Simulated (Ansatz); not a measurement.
Start from ZnSe in the zinc blende structure (space group F-43m, No. 216; a = 5.666 Å). Axes: x, y, z lie along the cube axes.

The values are results of Ansatz (an electronic-structure program) r2SCAN, no spin-orbit coupling, earlier PAW set, not measurements.

Strains are applied to the cell and any free atomic positions relax; under biaxial strain the out-of-plane vector relaxes too.

One change was made to it. Results:

| quantity | base | after |
|---|---|---|
| energy relative to the base (free energy F) | 0 meV/atom | +1.3 meV/atom |
| pressure (mean of the normal stresses, compression positive) | 0.00 GPa | -0.70 GPa |

Task: What was done to the base?
A. biaxial strain +0.85 %, plane normal [110], relaxed out of plane
B. isotropic strain +3.34 %
C. tensor shear ε_yz = +2.84 %

Result: A, biaxial strain +0.85 %, plane normal [110], relaxed out of plane. For comparison, the energy relative to the base in the other runs: tensor shear ε_yz = +2.84 % gives +9.5 meV/atom; isotropic strain +3.34 % gives +42 meV/atom.

A biaxial case was relaxed in a doubled cell and then solved in the primitive one. No phonon test of stability was made.
